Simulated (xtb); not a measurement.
xtb 6.7.1, GFN1-xTB: Si(Br)2(OMe)(NMe2) (CO[Si](Br)(Br)N(C)C), 17 atoms. The geometry is a generated start, not checked to be a minimum at this level.

```json
{
 "method": "GFN1-xTB",
 "--acc": "1 (default)",
 "--etemp (K)": "300 (default)",
 "detailed input (--input)": "none: ANC optimiser, Lindh (1995) Hessian, microcycle=20, maxdispl=1.0, hlow=0.01 (default)",
 "basis_functions": "68",
 "valence_electrons": "50"
}
```

```xyz
17

C      2.9295     0.4238     0.0737
O      1.5338     0.4898     0.1024
Si     0.4733    -0.7146     0.0753
Br     0.8471    -1.9660    -1.7250
Br     0.7434    -2.0474     1.8133
N     -1.0536     0.0203     0.1696
C     -1.3045     1.3111    -0.4284
C     -2.2461    -0.7739     0.3256
H      3.3062     1.4450     0.1137
H      3.2723    -0.0537    -0.8475
H      3.3047    -0.1357     0.9344
H     -1.6896     1.2093    -1.4513
H     -2.0428     1.8476     0.1761
H     -0.3801     1.8823    -0.4501
H     -2.6632    -1.0696    -0.6447
H     -2.0330    -1.6751     0.8989
H     -2.9974    -0.1932     0.8639
```

The structure is relaxed from this start with --opt LEVEL for the levels crude, sloppy, loose, lax, normal, tight, vtight, extreme, once each. Up to the end of the extreme run atoms move by at most 0.76 Å along an axis.

Problem. Choose the cheapest level whose final energy lies within 1 meV of that of extreme.

Solution. tight: 44 cycles against 68, ending 0.42 meV above.

```json
[
 {"level": "crude", "cycles": "12", "energy above the extreme run (meV)": "15", "gradient norm (eV/Å)": "0.52"},
 {"level": "sloppy", "cycles": "15", "energy above the extreme run (meV)": "4.4", "gradient norm (eV/Å)": "0.18"},
 {"level": "loose", "cycles": "16", "energy above the extreme run (meV)": "3.9", "gradient norm (eV/Å)": "0.12"},
 {"level": "lax", "cycles": "16", "energy above the extreme run (meV)": "3.9", "gradient norm (eV/Å)": "0.12"},
 {"level": "normal", "cycles": "22", "energy above the extreme run (meV)": "2.9", "gradient norm (eV/Å)": "0.020"},
 {"level": "tight", "cycles": "44", "energy above the extreme run (meV)": "0.42", "gradient norm (eV/Å)": "0.012"},
 {"level": "vtight", "cycles": "68", "energy above the extreme run (meV)": "under 0.01", "gradient norm (eV/Å)": "0.0014"},
 {"level": "extreme", "cycles": "68", "energy above the extreme run (meV)": "—", "gradient norm (eV/Å)": "0.0014"}
]
```
